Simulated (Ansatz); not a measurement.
The starting structures come from a database of crystals and need not be the phases stable at ambient conditions.

Here is the system:

```
GaN
1.0
    3.01968     0.00000     0.00000
    0.00000     3.01968     0.00000
    1.50984    -1.50984     2.07118
Ga N
1 1
Direct
  0.00000   0.00000   0.00000
  0.50000   0.50000   0.00000
```

Space group of this cell: I4/mmm. The cell is strained (lengths along the current scaled by 0.97, ions clamped); by r2SCAN its mean pressure is -1.4 GPa.

Transport runs along the normal of the first two printed cell vectors, the (001) (indices of the unstrained crystal) plane of the conventional cell.

No gap correction and no spin-orbit coupling; mid-gap values are interpolated between computed energies.

Q: Predict the band gap and the smallest decay constant κ at mid-gap from r2SCAN (Ansatz, an electronic-structure program).

A: Gap 0.92 eV on a 14×14×14 mesh; κ = 0.183 1/Å, at (0.500, 0.500) of the in-plane reciprocal vectors. At the zone centre, at the nearest computed energy, the slowest state has κ = 0.21 1/Å.
